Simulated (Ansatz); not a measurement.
The parent structure is MgO in the rock salt structure (space group Fm-3m, No. 225; a = 4.2044 Å). Axes: x, y, z lie along the cube axes.

Modification: compressive biaxial strain of 1.67 % in the plane normal to [111], as in epitaxy on a mismatched substrate; the out-of-plane cell vector and the atoms relax.

The values are results of DFT with r2SCAN, PAW potentials and a 500 eV plane-wave cutoff in Ansatz (an electronic-structure program), spin-orbit coupling left out, not measurements.

Question: Give the band edges at the high-symmetry points of the new zone, measured from its valence-band maximum.

Answer: 
```csv
point,valence edge (eV),conduction edge (eV)
Γ,0.00,5.91
T,-0.67,9.16
H₂,-1.90,12.78
H₀,-1.90,12.78
L,-0.74,8.93
S₀,-1.35,11.09
S₂,-1.35,11.09
F,-1.38,10.00
```

The gap is 5.91 eV, direct at Γ.

Gaps are read on the SCF mesh and a high-symmetry path. No phonon test of stability was made. Labels are those of the standard path for the cell's own space group.
